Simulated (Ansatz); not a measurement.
**AlAs, pressure series**

Base system: AlAs in the zinc blende structure (space group F-43m, No. 216; a = 5.7284 Å).

Cell and atoms are relaxed at each pressure.

Calculations: plane-wave PAW DFT at the PBE level (Ansatz, an electronic-structure program, 420 eV), scalar-relativistic without spin-orbit coupling.

Candidates:
(a) pressure 100 GPa
(b) pressure 50 GPa
(c) pressure 15 GPa
(d) pressure 3 GPa
(e) pressure −1 GPa

For the base:

| Property | Value |
|---|---|
| Band gap | 1.50 eV |

Task: Order them by band gap, highest first.

Result: (e) pressure −1 GPa (1.53 eV), (d) pressure 3 GPa (1.44 eV), (c) pressure 15 GPa (1.21 eV), (b) pressure 50 GPa (0.71 eV), (a) pressure 100 GPa (0.19 eV)

Load acts through the strain it causes; cell and atoms are relaxed under it. Stability against distortions was not tested. Measured, AlAs leaves this structure (for the NiAs type) near 12 GPa (temperature not stated; as listed in Datta, Sujoy, Jana, Debnarayan, arXiv (2020)), on rising pressure, with hysteresis. The zero or small gap of AlAs under pressure 100 GPa can change with the level of theory.
